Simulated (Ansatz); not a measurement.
## A computed series for Rb2KAsF6: response to strain

The parent structure is Rb2KAsF6 (space group Fm-3m, No. 225; a = 9.083 Å; a cell from a computed database, its experimental status unchecked). Axes: x, y, z lie along the cube axes.

Strains are applied to the cell and any free atomic positions relax; under biaxial strain the out-of-plane vector relaxes too.

Calculations: r2SCAN in Ansatz (plane waves to 500 eV, PAW, no spin-orbit coupling).

| variant | smallest direct gap | gap character | band gap | shortest interatomic distance | space group |
|---|---|---|---|---|---|
| base | 4.98 eV | direct at L | 4.98 eV | 2.048 Å | Fm-3m (No. 225) |
| biaxial strain −0.51 %, plane normal [001], relaxed out of plane | 4.98 eV | indirect, N → Γ–M (40 % along) | 4.97 eV | 2.043 Å | I4/mmm (No. 139) |
| biaxial strain +0.82 %, plane normal [111], relaxed out of plane | 4.97 eV | indirect, T → L | 4.96 eV | 2.050 Å | R-3m (No. 166) |
| isotropic strain −0.52 % | – | direct at L | 4.99 eV | 2.044 Å | Fm-3m (No. 225) |
| uniaxial strain ε_yy = +0.73 % | 4.97 eV | indirect, N → Γ–M (40 % along) | 4.96 eV | 2.047 Å | I4/mmm (No. 139) |
| uniaxial strain ε_yy = +2.58 % | 4.94 eV | indirect, N → Γ–M (40 % along) | 4.88 eV | 2.044 Å | I4/mmm (No. 139) |
| uniaxial strain ε_zz = −1.54 % | 4.98 eV | indirect, N → Γ–X (40 % along) | 4.97 eV | 2.029 Å | I4/mmm (No. 139) |
| tensor shear ε_xz = +0.58 % | 4.97 eV | indirect, R → S | 4.97 eV | 2.048 Å | Immm (No. 71) |

Stability against distortions was not tested. k-point labels follow each cell's own Brillouin zone.

Ansatz is an electronic-structure program.
